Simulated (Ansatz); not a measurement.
# La2O3: pressure series

The parent structure is La$_{2}$O$_{3}$ (space group P-3m1, No. 164; a = 3.9353 Å, c = 6.1263 Å).

Cell and atoms are relaxed at each pressure.

Computed with plane-wave PAW DFT at the r2SCAN level (Ansatz, a first-principles code, 500 eV), spin-orbit coupling left out.

Candidates:
(a) pressure 0.9 GPa
(b) pressure 30 GPa
(c) pressure 15 GPa
(d) pressure −2 GPa

For the base:

| Property | Value |
|---|---|
| c/a ratio | 1.557 |

Q: Order them by c/a ratio, highest first.

A: (d) pressure −2 GPa (1.569), (a) pressure 0.9 GPa (1.551), (c) pressure 15 GPa (1.467), (b) pressure 30 GPa (1.400)

Load acts through the strain it causes; cell and atoms are relaxed under it. Whether these cells are dynamically stable was not tested. Competing high-pressure phases were not computed.
